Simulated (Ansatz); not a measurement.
## Response to strain in InAs

Start from InAs in the zinc blende structure (space group F-43m, No. 216).

```
InAs
1.0
    0.00000     3.04364     3.04364
    3.04364     0.00000     3.04364
    3.04364     3.04364     0.00000
In As
1 1
Direct
  0.00000   0.00000   0.00000
  0.25000   0.25000   0.25000
```

Strains are applied to the cell and any free atomic positions relax.

Calculations: PBEsol, PAW, 420 eV (Ansatz, an electronic-structure program; no spin-orbit coupling).

Notes on the quantities. energy relative to the base: free energy F.

| variant | band gap | volume per atom | pressure | energy relative to the base |
|---|---|---|---|---|
| base | zero | 28.20 Å³ | 0.0 GPa | 0 meV/atom |
| isotropic strain −3.00 % | 0.07 eV | 25.73 Å³ | 6.3 GPa | +44 meV/atom |
| isotropic strain −2.50 % | zero | 26.13 Å³ | 5.1 GPa | +30 meV/atom |
| isotropic strain −1.50 % | zero | 26.95 Å³ | 2.8 GPa | +11 meV/atom |
| isotropic strain −0.50 % | zero | 27.77 Å³ | 0.9 GPa | +1.1 meV/atom |
| isotropic strain +1.00 % | zero | 29.05 Å³ | (withheld) | +4.3 meV/atom |
| isotropic strain +1.50 % | zero | 29.48 Å³ | -2.2 GPa | +9.4 meV/atom |
| isotropic strain +2.00 % | zero | 29.92 Å³ | -2.9 GPa | +16 meV/atom |
| isotropic strain +2.50 % | zero | 30.36 Å³ | (withheld) | +25 meV/atom |
| isotropic strain +3.00 % | zero | 30.81 Å³ | (withheld) | +36 meV/atom |

Problem. Complete the table.

Solution. 
- isotropic strain +1.00 %, pressure: -1.5 GPa
- isotropic strain +2.50 %, pressure: -3.5 GPa
- isotropic strain +3.00 %, pressure: -4.0 GPa

The mesh was chosen for an insulator and is coarse for the gapless case. Stability against distortions was not tested. The final runs are not spin-polarised. A zero or small gap of InAs can be the functional's error rather than a property of the material.
